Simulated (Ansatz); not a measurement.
Seebeck coefficient (μV/K, mean over directions) of n-type Cd₂SeS (P3m1) against carrier density, PBEsol, rigid bands (Ansatz, a first-principles code). Computed gap 0.67 eV; densities at which minority carriers matter at this gap, or further valleys turn the trend, are left out. Conductivity mass 0.097 mₑ (harmonic mean over directions), N_c = 6.7e17 cm⁻³ at 300 K.

```json
[
 {"electron density": "1e17 cm⁻³", "300 K": "-379", "500 K": "___"},
 {"electron density": "1e18 cm⁻³", "300 K": "-192", "500 K": "-258"},
 {"electron density": "3e18 cm⁻³", "300 K": "-119", "500 K": "-175"},
 {"electron density": "1e19 cm⁻³", "300 K": "___", "500 K": "-103"},
 {"electron density": "3e19 cm⁻³", "300 K": "-36", "500 K": "-60"},
 {"electron density": "1e20 cm⁻³", "300 K": "-21", "500 K": "-35"},
 {"electron density": "3e20 cm⁻³", "300 K": "-13", "500 K": "-22"},
 {"electron density": "1e21 cm⁻³", "300 K": "___", "500 K": "-14"}
]
```

Problem. What belongs in the gaps?

Solution. 
- 1e17 cm⁻³, 500 K: -451
- 1e19 cm⁻³, 300 K: -64
- 1e21 cm⁻³, 300 K: -8

Rigid bands with a gap fixed in temperature, one relaxation time for all states, no polarons or phonon drag, and whether or not such doping can be reached. Spin-orbit coupling is left out.

Computed structure, not matched to a measured one here, so possibly hypothetical: Cd2SeS (P3m1).
